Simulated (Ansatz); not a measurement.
**ZrMo (model structure, Pm-3m, No. 221, 2 atoms in the cell)**

All values below come from PBEsol (Ansatz, a first-principles code, PAW).

Numerical settings: plane-wave cutoff 520 eV, 16×16×16 k mesh, Fermi–Dirac smearing 0.05 eV, no spin polarisation, scalar-relativistic PAW data made under PBE.

Cell (relaxed at this level):

MoZr is modelled in the cubic space group Pm-3m (No. 221), the CsCl type structure, Pearson symbol cP2. Cell: a = b = c = 3.3000 Å, α = β = γ = 90.00°. Mo on 1a has 8 Zr at 2.858 Å and 6 Mo at 3.300 Å. Zr on 1b sees 8 Mo at 2.858 Å and 6 Zr at 3.300 Å. (Neighbours: up to the widest gap in distance over summed covalent radii, below 1.35, at either atom.)

```
Item               Value
---------------  -------
bulk modulus B0  160 GPa
```

Note: the run has no spin polarisation, so it can have missed a magnetic state; the bulk modulus is −V dP/dV from two relaxed cells at ±2 % in volume; the relaxation could raise the start's symmetry but not lower it, so the cell can be a saddle point.

Static lattice: no zero-point or thermal effects.

The result took around 60 core-seconds (rough).

A model structure was made by putting elements into a prototype or built by hand; it is no filed structure, need not be a known phase, and can be a saddle point held by its symmetry.
